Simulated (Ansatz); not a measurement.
Consider Ta$_{2}$N in the anti-CdI2 type structure (space group P-3m1, No. 164; a = 3.074 Å, c = 4.855 Å; relaxed with 0.1 eV smearing). Axes: x lies along a and z along c of the hexagonal cell.

Method: PBE-D3(BJ)/PAW in Ansatz (a first-principles code), scalar-relativistic without spin-orbit coupling.

Perturbation: uniaxial stress, 0.5 GPa tension along x, with the cell and atoms free to relax against it.

Question: What does the calculation give for the strain response after the change?

Answer: The strain response (xx, yy, zz) comes out as (+0.16, −0.03, −0.07) %.

Question: Predict the new energy relative to the base.

Answer: The energy hardly moves.

Stability under load was not tested beyond the relaxation. The final runs are not spin-polarised. An odd electron count without spin: Ta2N.
